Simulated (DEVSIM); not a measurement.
System: Mo/SiO2/p-Si capacitor, at 300 K.

```csv
layer (left to right),material,thickness (nm),Na (cm⁻³)
1,SiO2,1.20,-
2,Si,4700,1.5e16
```

Metal gate on the left, work function 4.6 eV. Fixed charge at the semiconductor interface 6.7e10 cm⁻² (in units of +e); no interface traps.

This is a model device: material constants are rounded textbook-type values typed into the input, and sizes, dopings and lifetimes were drawn at random. Values at 300 K; Nc and Nv go as T^1.5, mobilities as T to minus their exponent, the gap by Varshni's rule with the affinity fixed.

| parameter | SiO2 | Si |
|---|---|---|
| gap (eV) | 9 | 1.124 |
| affinity (eV) | 0.9 | 4.05 |
| permittivity | 3.9 | 11.7 |
| Nc (cm⁻³) | - | 2.86e19 |
| Nv (cm⁻³) | - | 3.1e19 |
| Varshni α (eV/K) | - | 0.000473 |
| Varshni β (K) | - | 636 |

DEVSIM, 1D Poisson equation in equilibrium, Boltzmann statistics, complete ionisation; no quantum confinement or tunnelling. Metal contacts follow the ideal Schottky-Mott rule: no Fermi-level pinning, no interface dipoles.

The temperature was swept, all else fixed.

```json
[
 {"temperature (K)": "250", "flat-band voltage (V)": "-0.43", "minimum of the low-frequency capacitance (μF/cm²)": "0.0421", "threshold voltage (band bending 2φF) (V)": "0.41"},
 {"temperature (K)": "300", "flat-band voltage (V)": "-0.38", "minimum of the low-frequency capacitance (μF/cm²)": "0.0464", "threshold voltage (band bending 2φF) (V)": "0.37"},
 {"temperature (K)": "350", "flat-band voltage (V)": "-0.33", "minimum of the low-frequency capacitance (μF/cm²)": "0.0507", "threshold voltage (band bending 2φF) (V)": "0.33"},
 {"temperature (K)": "400", "flat-band voltage (V)": "-0.27", "minimum of the low-frequency capacitance (μF/cm²)": "0.0574", "threshold voltage (band bending 2φF) (V)": "0.29"},
 {"temperature (K)": "450", "flat-band voltage (V)": "-0.22", "minimum of the low-frequency capacitance (μF/cm²)": "0.0685", "threshold voltage (band bending 2φF) (V)": "0.25"},
 {"temperature (K)": "500", "flat-band voltage (V)": "-0.16", "minimum of the low-frequency capacitance (μF/cm²)": "0.0826", "threshold voltage (band bending 2φF) (V)": "0.20"}
]
```

From the first row to the last the flat-band voltage goes from -0.43 to -0.16. From the first row to the last the minimum of the low-frequency capacitance goes from 0.0421 to 0.0826.
